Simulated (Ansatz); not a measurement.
**zincblende BeS (F-43m) under biaxial stress in the (001) plane**

Cell and atoms are relaxed with PBEsol to each stress (compression positive); bands and masses by PBEsol with spin-orbit coupling, rigid bands (plane waves, PAW; Ansatz, a first-principles code). Strains are changes of length against the unloaded cell.

```xyz
2
Lattice="0.0000 2.4189 2.4189 2.4189 0.0000 2.4189 2.4189 2.4189 0.0000" Properties=species:S:1:pos:R:3 pbc="T T T"
Be     0.0000     0.0000     0.0000
S      3.6284     3.6284     3.6284
```

| stress (GPa) | strain [001] (%) | strain [100] (%) | gap (eV) | mₑ* [001] | mₑ* [100] | mₕ* [001] | mₕ* [100] |
|---|---|---|---|---|---|---|---|
| -2.00 | -1.00 | 1.21 | 2.744 | 0.78 | 0.30 | 0.68 | 0.72 |
| -1.00 | -0.48 | 0.59 | 2.812 | 0.71 | 0.30 | 0.74 | 0.77 |
| 0 | 0 | 0 | 2.877 | 0.37 | 0.37 | 0.76 | 0.76 |
| 1.00 | 0.46 | -0.56 | 2.816 | 0.29 | 0.42 | 0.79 | 0.73 |
| 2.00 | 0.90 | -1.11 | 2.755 | 0.29 | 0.42 | 0.73 | 0.68 |

[001] is the normal of the loaded plane; [010] strains as [100]. Masses are conductivity masses at 300 K in electron masses.

**Question.** From the two loads next to zero, find the biaxial modulus and the ratio of out-of-plane to in-plane strain.

**Answer.** Between -1.00 and 1.00 GPa the strain along [100] changes by -1.15 % and that along [001] by 0.94 %. The modulus is 2.00/0.0115 = 174 GPa and the ratio of the strains 0.82 (PBEsol, atoms relaxed). For a cubic (001) plane the ratio is 2C₁₂/C₁₁ and the modulus C₁₁ + C₁₂ − 2C₁₂²/C₁₁, which gives C₁₁ ≈ 162 GPa and C₁₂ ≈ 66 GPa.

**Question.** How fast does the gap move on either side of zero load?

**Answer.** Under tension, (2.812 − 2.877) eV over -1.00 GPa = 65 meV/GPa, or about -11 eV per unit strain; under compression, (2.816 − 2.877) eV over 1.00 GPa = -61 meV/GPa, or about 11 eV per unit strain. The two slopes part by 126 meV/GPa; gaps are resolved to about 0.01 eV, which allows 20 meV/GPa, so they differ, even in sign: the gap has a turning point near zero load.

**Question.** Take the carrier density and the relaxation time as fixed, so that ρ ∝ m*. What gauge factor (Δρ/ρ)/ε follows for current along [100] at the loads next to zero?

**Answer.** electrons at -1.00 GPa: (0.30/0.37 − 1)/0.0059 ≈ -32; electrons at 1.00 GPa: (0.42/0.37 − 1)/-0.0056 ≈ -24. These are means over a finite load; the small-strain gauge factor differs, most where the load has already emptied the upper valleys or bands. Carriers and loads whose mass moves by under 12 % aren't resolved and aren't listed. The change of shape, which adds a term of order 1 to 2, and that of the scattering between valleys or bands are left out.

Masses are those of dilute carriers in rigid bands with one relaxation time, without polarons. Third decimals of gaps are kept for the arithmetic. Every relaxation keeps the zincblende phase (space group I-4m2 under this load), so a transition, a distortion that breaks the symmetry or fracture can't show.
